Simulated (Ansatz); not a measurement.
The parent structure is FeS2 (space group Pnnm, No. 58; non-magnetic).

```
FeS2
1.0
    4.36748     0.00000     0.00000
    0.00000     5.33315     0.00000
    0.00000     0.00000     3.34441
Fe S
2 4
Direct
  0.50000   0.50000   0.50000
  0.00000   0.00000   0.00000
  0.70718   0.87443   0.50000
  0.20718   0.62557   0.00000
  0.79282   0.37443   0.00000
  0.29282   0.12557   0.50000
```

Cartesian axes are those of the cell as printed.

Level of theory: PBEsol (Ansatz, a quantum-chemistry and plane-wave program; PAW; 420 eV plane waves; scalar-relativistic without spin-orbit coupling).

Base values:

| Quantity | Result |
|---|---|
| Band gap | 0.92 eV |
| Gap character | indirect, k = (3/8, 0, 0) in the run's primitive reciprocal basis → T |

Perturbation: compressive biaxial strain of 2.67 % in the plane normal to [001], as in epitaxy on a mismatched substrate; the out-of-plane cell vector and the atoms relax.

### Question
Estimate the effect on the in-plane stress, ratio −ε⊥/ε∥, band gap and gap character.

### Answer
The mean in-plane stress (compression positive) is +11.6 GPa; the ratio −ε⊥/ε∥ comes out as 0.55; the band gap rises by 0.17 eV (0.92 eV → 1.09 eV); the gap character goes from indirect, k = (3/8, 0, 0) in the run's primitive reciprocal basis → T to indirect, k = (3/8, 0, 0) in the run's primitive reciprocal basis → Y–Γ (71 % along).

Whether these cells are dynamically stable was not tested. Starting moments died away, wholly or in part, for the base; another magnetic solution may exist. The final runs are not spin-polarised.
